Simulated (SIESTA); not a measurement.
A self-consistent single point of TiAl (P1, 2 atoms in the cell) with SIESTA.

Method of the run: GGA PBE, numerical atomic orbitals TZP, PseudoDojo PBE standard norm-conserving potentials (rewritten from UPF to PSML) run with SIESTA.

The change in words: lattice scaled by 0.98. Reference geometry:
```
CELL_PARAMETERS angstrom
      2.83000     0.00000     0.00000
      0.00000     2.83000     0.00000
      0.00000     0.00000     4.07000
ATOMIC_POSITIONS crystal
  Ti 0.00372 0.98463 0.01185
  Al 0.49628 0.51537 0.48815
```

Reference input (self-consistent single point, DFT, GGA PBE, numerical atomic orbitals TZP, PseudoDojo PBE standard norm-conserving potentials (rewritten from UPF to PSML)): XC.functional = GGA; XC.authors = PBE; potentials = PseudoDojo PBE standard; PAO.BasisSize = TZP; PAO.EnergyShift = 0.01 Ry; MeshCutoff = 300 Ry; kgrid.MonkhorstPack = 8 8 6; OccupationFunction = FD; ElectronicTemperature = 136 meV; MaxSCFIterations = 150; SCF.Mixer.Method = Pulay; SCF.Mixer.Weight = 0.2. This run's input differs from it in these lines:

```diff
@@ -12,5 +12,5 @@
 %block LatticeVectors
-     5.347924933    0.000000000    0.000000000
-     0.000000000    5.347924933    0.000000000
-     0.000000000    0.000000000    7.691185327
+     5.240966434    0.000000000    0.000000000
+     0.000000000    5.240966434    0.000000000
+     0.000000000    0.000000000    7.537361621
 %endblock LatticeVectors
```

Output (repeated stretches shortened):

```
        iscf     Eharris(eV)        E_KS(eV)     FreeEng(eV)     dDmax    Ef(eV) dHmax(eV)
   scf:    1    -1661.746565    -1676.391288    -1676.481548  1.696775 -4.977080  8.265456
   scf:    2    -1678.937865    -1678.052704    -1678.149632  0.117557 -5.610520  2.425218
   scf:    3    -1678.273801    -1678.203284    -1678.305008  0.055011 -5.827255  0.472503
   scf:    4    -1678.249896    -1678.236236    -1678.341570  0.071671 -5.848770  0.315573
   scf:    5    -1678.191866    -1678.224423    -1678.331004  0.019570 -5.952996  0.641663
   scf:    6    -1678.240333    -1678.238748    -1678.344215  0.012178 -5.876441  0.084385
   scf:    7    -1678.239087    -1678.238921    -1678.344297  0.001662 -5.879903  0.066277
   scf:    8    -1678.238989    -1678.238986    -1678.344424  0.001040 -5.885862  0.013923
   scf:    9    -1678.238948    -1678.238969    -1678.344431  0.000157 -5.887234  0.001707
   scf:   10    -1678.238967    -1678.238968    -1678.344431  0.000048 -5.887443  0.000112
SCF Convergence by DM+H criterion
max |DM_out - DM_in|         :     0.0000476240
max |H_out - H_in|      (eV) :     0.0001121439
SCF cycle converged after 10 iterations

Using DM_out to compute the final energy and forces

siesta: E_KS(eV) =            -1678.2390

siesta: E_KS - E_eggbox =     -1678.2390

siesta: Atomic forces (eV/Ang):
     1   -0.094541    0.434517   -0.689834
     2    0.106120   -0.436990    0.690437
   Tot    0.011579   -0.002473    0.000604
   Max    0.690437
   Res    0.474788    sqrt( Sum f_i^2 / 3N )
   Max    0.690437    constrained

Stress tensor Voigt[x,y,z,yz,xz,xy] (kbar):      -62.81      -63.84      -56.13        8.79       -2.15        0.88
(Free)E + p*V (eV/cell)    -1677.1777
Target enthalpy (eV/cell)    -1678.3444

siesta: Program's energy decomposition (eV):
siesta: FreeEng =     -1678.344431

   [... lines left out ...]
siesta: Cell volume =         30.679304 Ang**3
siesta:          60.92810371         46.88456687  kBar
   [... lines left out ...]
               3Pdx2-y2
   2  3.441   0.469  -0.146   0.688  -0.134   0.043  -0.140   0.105  -0.029
              0.110   0.507   0.753   0.508   0.113   0.093   0.191   0.092

              0.218

mulliken: Qtot =       15.000

Mulliken Atomic Populations:
Atom #   charge [q] valence [e]  Species
     1     0.440858   11.559142  Ti
     2    -0.440858    3.440858  Al
 Total     0.000000
```

The run converged in 10 iterations. Against the reference run the free energy goes up by 12.8 meV/atom, the pressure goes from -1.44 to 6.09 GPa and the largest force goes from 0.670 to 0.824 eV/Å.

The starting cell has typed, rounded lattice constants, without a prior relaxation at this level. Its atoms were displaced at random from the sites of space group no. 123. For this run, on top of that: lattice scaled by 0.98. Spin polarisation is off. Values carry the incompleteness of an atom-centred basis. With a pressure of about 6 GPa the cell is away from its equilibrium volume at this level.

Cost on one core of a shared machine: roughly 70 s.
